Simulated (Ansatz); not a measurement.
## What uniaxial strain ε_zz = +0.50 % does to Au

Take Au in the fcc (Cu type) structure (space group Fm-3m, No. 225; a = 4.083 Å; relaxed with 0.1 eV smearing) as the base. Axes: x, y, z lie along the cube axes.

Modification: the cell is stretched by 0.50 % along z with no lateral relaxation, atoms relaxed at fixed cell.

Calculations: Kohn–Sham DFT with the PBEsol functional, run in Ansatz (a quantum-chemistry and plane-wave program) with PAW and 420 eV plane waves, no spin-orbit coupling. Settings: 28×28×28 k-points, 0.1 eV Fermi–Dirac smearing.

| quantity | base | changed | shift |
|---|---|---|---|
| volume per atom | 17.02 Å³ | 17.10 Å³ | +0.085 Å³ |
| shortest interatomic distance | 2.887 Å | 2.887 Å | 0.000 Å |
| energy relative to the base (free energy F) | 0 meV/atom | +0.3 meV/atom | +0.3 meV/atom |
| pressure (mean of the normal stresses, compression positive) | 0.0 GPa | -0.9 GPa | -0.9 GPa |
| band gap | zero | zero | – |
| stress (xx, yy, zz, yz, xz, xy; compression positive) | – | (-0.8, -0.8, -1.0, 0.0, 0.0, 0.0) GPa | – |

No phonon test of stability was made.
